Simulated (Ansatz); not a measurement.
Defect migration in rutile TiO2: interstitial Li, charge state +1. Level of theory: PBE, PAW (plane waves to 420 eV; Ansatz, an electronic-structure program).

Settings: 72 host sites, the relaxed PBE lattice, one k-point at (0.250, 0.250, 0.250), smearing 0.01 eV, spin-restricted, no image-charge correction. No zero-point or tunnelling terms. The charge state is imposed; whether it is stable for some Fermi level was not computed. Sites that were not tried may lie lower.

Barriers: single points on a 2×2×2 k-point mesh shifted by half a step at the bands' geometries.

The step: a concerted move, in which Li travels most; the atom moves 1.55 Å along (0.00, 0.00, 0.52) of the unit cell; the moving atom starts with neighbours 3 O at 1.84, O at 1.84 Å and ends with 4 O at 1.84 Å.

Task: Estimate the migration barrier of this step that PBE, PAW returns for this input.

Result: 0.065 eV, the same both ways. At the saddle the moving atom has neighbours 2 O at 1.80, 2 O at 2.11, 2 O at 2.18 Å. The saddle point's order was not checked, and it lies on a symmetry element of the cell, where a band can be held.
